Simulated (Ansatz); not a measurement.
## Convergence study of zone-centre phonons against the mesh for Ti (P6/mmm, 3 atoms in the cell)

```xyz
3
Lattice="4.5445 0.0000 0.0000 -2.2723 3.9357 0.0000 0.0000 0.0000 2.8121" Properties=species:S:1:pos:R:3 pbc="T T T"
Ti     0.0000     0.0000     0.0000
Ti     0.0000     2.6238     1.4061
Ti     2.2723     1.3119     1.4061
```

Computed with LDA (PW92), default PAW files made with PBE (plane waves; Ansatz, an electronic-structure program).

Base settings: basis.ecutwfc = 420 eV; kpoints.mp_grid.grid = 8 8 12; hamiltonian.xc = lda; hamiltonian.pseudopotentials = {kind: paw} (the program's default PAW files); scf.occupations.method = fermi_dirac; scf.occupations.width = 0.1 eV.

In this ladder: phonons.method = dfpt.

Frequencies are those of the unrelaxed cell, without the LO-TO term of polar crystals.

Only quantities that move along the ladder and can be compared are tabulated.

Core times come from one kind of shared machine, to one figure; runs under 30 s give none.

The starting cell comes from a database of computed structures (which also holds hypothetical and non-ambient phases and stackings), without a prior relaxation at this level. Its lattice was rescaled by up to half a per cent. Spin polarisation is off. In the base run, with a pressure of about -6 GPa the cell is away from its equilibrium volume at this level.

| kpoints.mp_grid.grid | highest zone-centre frequency (cm⁻¹) | lowest optical frequency (cm⁻¹) | core time / last (rough) |
|---|---|---|---|
| 2 2 3 | 226.7 | -98.4 | – |
| 3 3 4 | 207.8 | 108.0 | – |
| 4 4 5 | 206.5 | 135.9 | – |
| 4 4 6 | 210.4 | 137.8 | – |
| 5 5 7 | 211.1 | 129.5 | – |
| 7 7 9 | 209.9 | 128.2 | 0.03 |
| 8 8 11 | 209.9 | 129.6 | 0.04 |
| 10 10 14 | 209.9 | 129.7 | 0.07 |
| 12 12 17 | 209.9 | 129.8 | 0.1 |
| 15 15 21 | 209.9 | 129.8 | 0.4 |
| 19 19 27 | 209.9 | 129.8 | 1 |

Coarsest kpoints.mp_grid.grid that holds the lowest optical frequency within 10 cm⁻¹ of the last step, with all finer ones: 4 4 5; the step before is off by 22 cm⁻¹.

Coarsest kpoints.mp_grid.grid that holds the highest zone-centre frequency within 1 cm⁻¹ of the last step, with all finer ones: 7 7 9, at about 0.03 of the last step's time; the step before is off by 1.1 cm⁻¹.

Keys are those of Ansatz 0.2.
